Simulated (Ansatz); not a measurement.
Consider the following.

```
SrCoO3
1.0
    3.69890     0.00000     0.00000
    0.00000     5.23103     0.00000
    0.00000     2.61552     2.70439
Sr Co O
1 1 3
Cartesian
  0.00000   0.00000   0.00000
  1.84945   2.61552   0.00000
  0.00000   2.61552   0.00000
  1.84945   3.92327   1.35219
  1.84945   1.30776   1.35219
```

Spin-polarised, with starting moments of sign Sr0 Co+ O+ O+ O+.

All numbers come from PBEsol (Ansatz, an electronic-structure program; PAW; 420 eV plane waves; no spin-orbit coupling). Γ-centred 12×12×12 mesh, Fermi–Dirac width 0.05 eV.

Q: Estimate the pressure (mean of the normal stresses, compression positive).

A: 4.4 GPa.

Q: What is the computed band gap?

A: Zero.

The cells carry an imposed strain or load. Whether these cells are dynamically stable was not tested. No Hubbard U is applied and the magnetic state is the run's own (SrCoO3 ferromagnetic); small cells can't hold the antiferromagnetic order that many such compounds have, so gaps and moments can be off. The cell was made from SrCoO₃ in the cubic perovskite structure (space group Pm-3m, No. 221; ferromagnetic) by this change: biaxial strain −1.87 %, plane normal [110], relaxed out of plane. Many cubic perovskites are stable only at high temperature; tilts and polar distortions were not tested.
